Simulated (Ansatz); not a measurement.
AlP (model structure, within 0.1 Å of P6₄22, No. 181, 6 atoms in the cell) was calculated with G0W0@PBEsol+SOC (plane waves, hard PAW, contour deformation, complete-basis limit, spin–orbit shift from PBEsol; Ansatz, a program for electronic structure).

Run with largest k mesh 9×9×2 (not extrapolated in the mesh).

Cell (relaxed with PBEsol):

AlP is taken in the hexagonal space group P6₄22 (No. 181), Pearson symbol hP6. Conventional cell: a = b = 3.823 Å, c = 8.619 Å, α = β = 90.00°, γ = 120.00°. Al on 3c has 4 P at 2.391 Å. P on 3d sees 4 Al at 2.391 Å. (Neighbours: up to the widest gap in distance over summed covalent radii, below 1.35, at either atom; cation-cation and far metal-metal contacts left out.)

Task: Estimate the band gap that the calculation returns.

Result: 
- band gap: 1.53 eV

Note: spin–orbit coupling enters as the shift of the gap found with a semilocal functional.

Computed values are for the static lattice.

A model structure was made by putting elements into a prototype or built by hand; it is no filed structure, need not be a known phase, and can be a saddle point held by its symmetry.
